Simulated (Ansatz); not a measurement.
Functionals compared on the (31-41) surface of hcp Ti in its 1x1 cell, outermost plane spacing 0.12 Å in the ideal cut, in Ansatz (plane waves, PAW). The structure was relaxed with PBE; the other rows are single points on it, each with its references at the same level. Cutoff 420 eV (500 eV for r2SCAN).

Model: 32-atom slab, 10.6 Å thick at the start, 7x4x1 mesh, Fermi-Dirac 0.1 eV, dipole correction, all atoms relaxed; held to the start's symmetry, so lower structures may exist; no spin, no spin-orbit, no U. These notes are the PBE run's.

```json
[
 {"functional": "PBE", "surface energy (J/m²)": "2.00", "work function of the top face (eV)": "3.58", "rough cost of the single point": "–"},
 {"functional": "LDA", "surface energy (J/m²)": "2.26", "work function of the top face (eV)": "3.81", "rough cost of the single point": "roughly 7 core-minutes"},
 {"functional": "PBEsol", "surface energy (J/m²)": "2.19", "work function of the top face (eV)": "3.64", "rough cost of the single point": "roughly 7 core-minutes"},
 {"functional": "RPBE", "surface energy (J/m²)": "1.86", "work function of the top face (eV)": "3.46", "rough cost of the single point": "very roughly 7 core-minutes"},
 {"functional": "r2SCAN", "surface energy (J/m²)": "2.18", "work function of the top face (eV)": "3.60", "rough cost of the single point": "roughly 15 core-minutes"}
]
```

Ansatz is a program for electronic structure.
